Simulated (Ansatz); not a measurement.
Take AlN in the wurtzite structure (space group P6_3mc, No. 186; a = 3.0888 Å, c = 4.9433 Å) as the base.

Calculations: Kohn–Sham DFT with the LDA functional, run in Ansatz (a program for electronic structure) with PAW and 420 eV plane waves, no SOC.

Base values:

```
Property                                      Result
-----------------------------  ---------------------
Pressure                                   -0.01 GPa
Valence-band top at Γ          0.00, -0.23, -0.23 eV
Band gap                                     4.42 eV
Width of the top valence band                2.44 eV
```

Perturbation: an isotropic linear strain of +1.80 %; the atoms relax in the strained cell.

Task: Estimate the effect on the pressure, valence-band top at Γ, band gap and width of the top valence band.

Result: The pressure (mean of the normal stresses, compression positive) decreases by 10.167 GPa, from -0.01 GPa to -10.17 GPa; the valence-band top at Γ (three highest levels, from the VBM) becomes 0.00, -0.21, -0.21 eV (base: 0.00, -0.23, -0.23 eV); the band gap decreases by 0.47 eV (4.42 eV → 3.95 eV); the width of the top valence band drops by 0.09 eV, from 2.44 eV to 2.35 eV.

Gaps are Kohn–Sham eigenvalue differences; semilocal functionals usually give less than the measured gap. Whether these cells are dynamically stable was not tested.
